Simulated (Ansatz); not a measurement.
System: cubic perovskite CsCdCl3. Method: r²SCAN+rVV10 (Ansatz, an electronic-structure program, PAW).

Numerical settings: plane-wave cutoff 560 eV, 8×8×8 k mesh, Fermi–Dirac smearing 0.01 eV, scalar-relativistic PAW data made under PBE.

Response to compression and expansion:

```tsv
V (Å³/atom)	P (GPa)	direct gap at Γ (eV)	smallest gap on the k mesh (eV)
26.705	2.77	3.364	2.609
27.273	1.73	3.266	2.576
27.841	0.81	3.170	2.541
28.410	0.00	3.077	2.506
28.978	-0.73	2.987	2.469
29.546	-1.37	2.899	2.432
30.114	-1.94	2.813	2.393
```

The fundamental gap (2.51 eV at the equilibrium volume, with added k points) lies elsewhere than Γ–Γ.

Spin–orbit coupling is not included.
